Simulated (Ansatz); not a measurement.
**A computed series for MoSi2: response to strain**

The reference is MoSi2 (space group I4/mmm, No. 139; a = 3.202 Å, c = 7.819 Å). Axes: x, y, z lie along a, b, c of the conventional cell.

Strains are applied to the cell and any free atomic positions relax; under biaxial strain the out-of-plane vector relaxes too; under stress the whole cell relaxes.

Calculations: r2SCAN in Ansatz (plane waves to 500 eV, PAW, scalar-relativistic without spin-orbit coupling).

Notes on the quantities. energy relative to the base: free energy F.

```tsv
case	energy relative to the base	shortest interatomic distance	space group
base	0 meV/atom	2.575 Å	I4/mmm (No. 139)
biaxial strain +2.18 %, plane normal [001], relaxed out of plane	+19 meV/atom	2.552 Å	I4/mmm (No. 139)
isotropic strain −5.83 %	+0.344 eV/atom	2.452 Å	I4/mmm (No. 139)
uniaxial strain ε_yy = −1.24 %	+2.7 meV/atom	2.578 Å	Immm (No. 71)
uniaxial stress, 0.5 GPa compression along z	0.0 meV/atom	2.573 Å	I4/mmm (No. 139)
uniaxial stress, 1 GPa compression along x	+0.1 meV/atom	2.577 Å	Immm (No. 71)
```

A case with no gap was solved on a k-mesh chosen for an insulator, which is coarse for it. Without a gap, meshes like the base's 14×14×14 leave anisotropic stresses uncertain by several tenths of a GPa, and small strain energies with them. Beyond what the load breaks, stability against distortions was not tested. The final runs are not spin-polarised.

Ansatz is a program for electronic structure.
